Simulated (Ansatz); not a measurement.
Results of r²SCAN+rVV10 (plane waves, PAW; Ansatz, a first-principles code) for Ga2O3 (model structure, started from the Bi2Te3 type, R-3m, No. 166, 5 atoms in the cell).

Run with plane-wave cutoff 560 eV, 14×14×14 k mesh, Fermi–Dirac smearing 0.01 eV, scalar-relativistic PAW data made under PBE.

Cell (relaxed at this level):

Ga2O3 is modelled in the trigonal space group R-3m, hexagonal axes (No. 166), Pearson symbol hR5. Conventional cell: a = b = 2.9800 Å, c = 20.6211 Å, α = β = 90.00°, γ = 120.00°. Ga on 6c is surrounded by 3 O at 1.866 Å and 3 O at 2.213 Å. O1 on 3a has 6 Ga at 2.213 Å (octahedral). O2 on 6c is surrounded by 3 Ga at 1.866 Å (trigonal pyramidal). (Neighbours: up to the widest gap in distance over summed covalent radii, below 1.35, at either atom; cation-cation and far metal-metal contacts left out.)
(The calculation used a cell of 5 atoms; values per cell refer to that cell.)

Problem. What does this level give for the band gap?

Solution. 
band gap: 3.14 eV (on the SCF k mesh)

Note: the relaxation could raise the start's symmetry but not lower it, so the cell can be a saddle point.

Spin–orbit coupling is not included.

Static lattice: no zero-point or thermal effects.

A model structure was made by putting elements into a prototype or built by hand; it is no filed structure, need not be a known phase, and can be a saddle point held by its symmetry.
